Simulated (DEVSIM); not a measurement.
Structure: In0.52Al0.48As/In0.53Ga0.47As n-p heterojunction, at 350 K.

| layer (left to right) | material | thickness (μm) | Nd (cm⁻³) | Na (cm⁻³) | τn (s) | τp (s) |
|---|---|---|---|---|---|---|
| 1 | In0.52Al0.48As | 0.110 | 2e16 | - | 1.6e-9 | 1.6e-9 |
| 2 | In0.53Ga0.47As | 0.140 | - | 1.6e18 | 1.6e-9 | 1.6e-9 |

Left contact: ohmic. Right contact: ohmic. Voltage is applied to the left contact. Recombination: SRH at mid-gap. Mobility is μmin + (μ − μmin)/(1 + (N/Nref)^α).

The device is made up for the run: typed textbook-type constants, with dimensions and the other settings drawn at random. Values at 300 K; Nc and Nv go as T^1.5, mobilities as T to minus their exponent, the gap by Varshni's rule with the affinity fixed.

| parameter | In0.52Al0.48As | In0.53Ga0.47As |
|---|---|---|
| gap (eV) | 1.45 | 0.74 |
| affinity (eV) | 4 | 4.51 |
| permittivity | 12.5 | 13.9 |
| Nc (cm⁻³) | 5.1e17 | 2.1e17 |
| Nv (cm⁻³) | 1.1e19 | 7.7e18 |
| μn (cm²/Vs) | 4000 | 12000 |
| μp (cm²/Vs) | 75 | 300 |
| μn,min | 800 | 300 |
| μp,min | 10 | 10 |
| Nref,n | 3e16 | 1.3e17 |
| Nref,p | 1e17 | 4.9e17 |
| αn | 1.1 | 0.48 |
| αp | 0.6 | 0.4 |
| T exponent of μn | 1.5 | 1.6 |
| T exponent of μp | 1.5 | 1.6 |
| Varshni α (eV/K) | 0.00042 | 0.00035 |
| Varshni β (K) | 180 | 190 |

Model (solved in DEVSIM): 1D drift-diffusion, Boltzmann statistics, complete ionisation; no tunnelling, impact ionisation, image-force lowering or self-heating. Band offsets follow the typed affinities; no thermionic-emission limit at abrupt steps, no polarisation charge.

Question: Tabulate band edges, carrier densities and field at zero bias.

Answer: Energies count from the Fermi level of the right contact; mesh points crowd at the junctions.

| x (μm) | Ec (eV) | Ev (eV) | n (cm⁻³) | p (cm⁻³) | field (V/cm) |
|---|---|---|---|---|---|
| 0.000 | 0.105 | -1.327 | 2.0e16 | < 1e2 | 79000 |
| 0.002969 | 0.128 | -1.304 | 9.2e15 | < 1e2 | 79000 |
| 0.007607 | 0.165 | -1.267 | 2.7e15 | < 1e2 | 80000 |
| 0.01485 | 0.224 | -1.208 | 3.9e14 | < 1e2 | 82000 |
| 0.03122 | 0.361 | -1.070 | 4.0e12 | 5400 | 87000 |
| 0.05174 | 0.545 | -0.886 | 9.0e9 | 2400000 | 93000 |
| 0.07214 | 0.740 | -0.691 | 1.4e7 | 1.5e9 | 98000 |
| 0.09148 | 0.936 | -0.495 | 21000 | 1.0e12 | 100000 |
| 0.1001 | 1.026 | -0.405 | 1100 | 2.0e13 | 110000 |
| 0.1055 | 1.085 | -0.346 | 150 | 1.4e14 | 110000 |
| 0.1090 | 1.123 | -0.308 | < 1e2 | 5.1e14 | 110000 |
| 0.1127 | 0.645 | -0.080 | 1.4e8 | 6.8e17 | 59000 |
| 0.1172 | 0.662 | -0.063 | 7.8e7 | 1.2e18 | 22000 |
| 0.1244 | 0.669 | -0.056 | 6.1e7 | 1.5e18 | 3600 |
| 0.1407 | 0.671 | -0.054 | 5.9e7 | 1.6e18 | 51 |
| 0.1613 | 0.671 | -0.054 | 5.9e7 | 1.6e18 | ≈ 0 |
| 0.1881 | 0.671 | -0.054 | 5.9e7 | 1.6e18 | ≈ 0 |
| 0.2126 | 0.671 | -0.054 | 5.9e7 | 1.6e18 | ≈ 0 |
| 0.2320 | 0.671 | -0.054 | 5.9e7 | 1.6e18 | ≈ 0 |
| 0.2405 | 0.671 | -0.054 | 5.9e7 | 1.6e18 | ≈ 0 |
| 0.2459 | 0.671 | -0.054 | 5.9e7 | 1.6e18 | ≈ 0 |
| 0.2500 | 0.671 | -0.054 | 5.9e7 | 1.6e18 | ≈ 0 |
